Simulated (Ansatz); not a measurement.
Terminations of the (0001) surface of hcp Ru, measured from the surface 'clean 1x1'. Atoms come from or go to: Au: fcc Au, Cu: fcc Cu, Fe: bcc Fe, ferromagnetic, In: tetragonal indium, Nb: bcc Nb, Pd: fcc Pd, Rh: fcc Rh, Ru: hcp Ru, Sn: beta tin, W: bcc W. ΔE is the energy of forming the row's surface from that one (negative: more stable at these reservoirs); the vacuum level's shift is aligned on the shared bottom. No zero-point or thermal terms. These are constructed structures in small cells; real faces may alloy, dewet or reconstruct in larger ones, and not all known structures of the face are among them. Slabs of about 11 Å, Fermi-Dirac smearing of 0.1 eV. Bottom of the slabs: a bare face, its two planes held. Relaxed from the named starts with such symmetry as they have, on meshes of like density; energies extrapolated to zero smearing; spin only where a row says so; no spin-orbit coupling, no U. Brackets mark spin-polarised runs, whose order is one that fits the cell. A dash marks a value that is undefined for that row (no clear gap, or no work function of a gapped slab) or was not read reliably on its mesh.

These are PBE (plane waves to 420 eV, PAW; Ansatz, an electronic-structure program) values and carry that method's errors.

```json
[
 {"surface": "p(2x2) layer of Sn, one a cell, on the site that continues the host's stacking", "atoms added per 1x1": "+0.25 Sn", "ΔE per 1x1 (eV)": "-0.30", "shift of the vacuum level (eV)": "-0.51", "work function (eV)": "4.46"},
 {"surface": "a layer of Rh in place of the second plane", "atoms added per 1x1": "+1 Rh, -1 Ru", "ΔE per 1x1 (eV)": "0.15", "shift of the vacuum level (eV)": "0.26", "work function (eV)": "5.24"},
 {"surface": "a layer of Au in place of the second plane", "atoms added per 1x1": "+1 Au, -1 Ru", "ΔE per 1x1 (eV)": "___", "shift of the vacuum level (eV)": "0.45", "work function (eV)": "5.42"},
 {"surface": "a layer of Nb in place of the second plane", "atoms added per 1x1": "+1 Nb, -1 Ru", "ΔE per 1x1 (eV)": "0.10", "shift of the vacuum level (eV)": "-0.27", "work function (eV)": "4.70"},
 {"surface": "(√3x√3)R30° surface alloy, In on one Ru site of the top plane", "atoms added per 1x1": "+0.333 In, -0.333 Ru", "ΔE per 1x1 (eV)": "-0.41", "shift of the vacuum level (eV)": "-0.61", "work function (eV)": "4.36"},
 {"surface": "a pseudomorphic layer of Nb in the host's stacking", "atoms added per 1x1": "+1 Nb", "ΔE per 1x1 (eV)": "0.15", "shift of the vacuum level (eV)": "-0.01", "work function (eV)": "4.97"},
 {"surface": "a layer of Pd in place of the second plane", "atoms added per 1x1": "+1 Pd, -1 Ru", "ΔE per 1x1 (eV)": "0.55", "shift of the vacuum level (eV)": "0.36", "work function (eV)": "5.34"},
 {"surface": "a layer of Fe in place of the second plane [spin, 1.3 μB a cell]", "atoms added per 1x1": "+1 Fe, -1 Ru", "ΔE per 1x1 (eV)": "___", "shift of the vacuum level (eV)": "-0.04", "work function (eV)": "4.93"},
 {"surface": "a pseudomorphic layer of W in the other hollow", "atoms added per 1x1": "+1 W", "ΔE per 1x1 (eV)": "0.45", "shift of the vacuum level (eV)": "0.37", "work function (eV)": "5.34"},
 {"surface": "a pseudomorphic layer of Cu in the other hollow", "atoms added per 1x1": "+1 Cu", "ΔE per 1x1 (eV)": "-0.19", "shift of the vacuum level (eV)": "-0.49", "work function (eV)": "4.50"},
 {"surface": "a layer of Au in place of the third plane", "atoms added per 1x1": "+1 Au, -1 Ru", "ΔE per 1x1 (eV)": "0.68", "shift of the vacuum level (eV)": "-0.15", "work function (eV)": "4.89"},
 {"surface": "a pseudomorphic layer of Fe in the host's stacking [spin, 2.5 μB a cell]", "atoms added per 1x1": "+1 Fe", "ΔE per 1x1 (eV)": "___", "shift of the vacuum level (eV)": "-0.49", "work function (eV)": "4.49"}
]
```

Q: What belongs in the gaps?

A: 
- a layer of Au in place of the second plane, ΔE per 1x1 (eV): 1.11
- a layer of Fe in place of the second plane [spin, 1.3 μB a cell], ΔE per 1x1 (eV): 0.26
- a pseudomorphic layer of Fe in the host's stacking [spin, 2.5 μB a cell], ΔE per 1x1 (eV): 0.18
